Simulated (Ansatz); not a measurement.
Results of PBEsol (plane waves, PAW; Ansatz, a first-principles code) for GeS (model structure, started from the litharge type, P4/nmm, No. 129, 4 atoms in the cell).

Settings: plane-wave cutoff 520 eV, 12×12×14 k mesh (along the axes of the cell as run), Fermi–Dirac smearing 0.05 eV, scalar-relativistic PAW data made under PBE.

Cell (relaxed with PBE-D3(BJ)):

```
GeS
1.0
    4.62545     0.00000     0.00000
    0.00000     4.62545     0.00000
    0.00000     0.00000     3.97578
Ge S
2 2
Direct
  0.50000   0.00000   0.27400
  0.00000   0.50000   0.72600
  0.00000   0.00000   0.00000
  0.50000   0.50000   0.00000
```

### Question
What does this level give for the band gap and Γ–Γ gap?

### Answer

- band gap = 0.27 eV (on the SCF k mesh)
- Γ–Γ gap = 2.05 eV

Note: the relaxation could raise the start's symmetry but not lower it, so the cell can be a saddle point; cell and atoms aren't relaxed at this level (pressure -2.1 GPa).

Spin–orbit coupling is not included.

Computing time: roughly 26 core-seconds.

A model structure was made by putting elements into a prototype or built by hand; it is no filed structure, need not be a known phase, and can be a saddle point held by its symmetry.
